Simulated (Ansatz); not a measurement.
Start from AgCl in the rock salt structure (space group Fm-3m, No. 225; a = 5.611 Å).

Level of theory: Ansatz (a first-principles code), PBE, PAW, cutoff 420 eV, no SOC.

For the base:

| Item | Value |
|---|---|
| Valley order | Γ 0.92 eV; X along ⟨100⟩ 2.43 eV |
| Electron mass | 0.27 mₑ (at Γ) |

Now apply this change: a hydrostatic pressure of 9 GPa.

Problem. How does this affect the valley order?

Solution. The valley order (the lowest conduction-band minima on the path, energy above the VBM, named in the base's zone) goes from Γ 0.92 eV; X along ⟨100⟩ 2.43 eV to Γ 0.91 eV; X along ⟨100⟩ 2.17 eV.

Problem. Predict the new electron mass.

Solution. The electron mass becomes 0.26 mₑ (at Γ) (base: 0.27 mₑ (at Γ)).

The levels and masses belong to the bands next to the band gap. Load acts through the strain it causes; cell and atoms are relaxed under it. Masses are band curvatures over ±0.01 Å⁻¹ around the edge. No phonon test of stability was made. No other phases were tried under pressure.
